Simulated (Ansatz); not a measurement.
System: Au (model structure, started from the diamond type, Fd-3m, No. 227, 2 atoms in the cell). Method: r²SCAN (Ansatz, a quantum-chemistry and plane-wave program, PAW).

Run with plane-wave cutoff 560 eV, 16×16×16 k mesh, Fermi–Dirac smearing 0.05 eV, scalar-relativistic PAW data made under PBE.

Cell (relaxed at this level):

```cif
data_Au2
_chemical_formula_sum 'Au2'
_space_group_name_H-M_alt 'P 1'
_space_group_IT_number 1
_cell_length_a 4.29595
_cell_length_b 4.29595
_cell_length_c 4.29595
_cell_angle_alpha 60.000
_cell_angle_beta 60.000
_cell_angle_gamma 60.000
loop_
_space_group_symop_operation_xyz
  'x, y, z'
loop_
_atom_site_label
_atom_site_type_symbol
_atom_site_fract_x
_atom_site_fract_y
_atom_site_fract_z
_atom_site_occupancy
Au1 Au 0.25000 0.25000 0.25000 1
Au2 Au 0.00000 0.00000 0.00000 1
```

Task: Predict the bulk modulus.

Result: 
* **bulk modulus**: 64.4 GPa

The run finds no gap.

Note: the bulk modulus is −V dP/dV from two relaxed cells at ±2 % in volume; the relaxation could raise the start's symmetry but not lower it, so the cell can be a saddle point.

Spin–orbit coupling is not included; it can shift volumes and moduli of such heavy elements.

Static lattice: no zero-point or thermal effects.

It cost roughly 2.7 core-minutes of CPU time.

A model structure was made by putting elements into a prototype or built by hand; it is no filed structure, need not be a known phase, and can be a saddle point held by its symmetry.
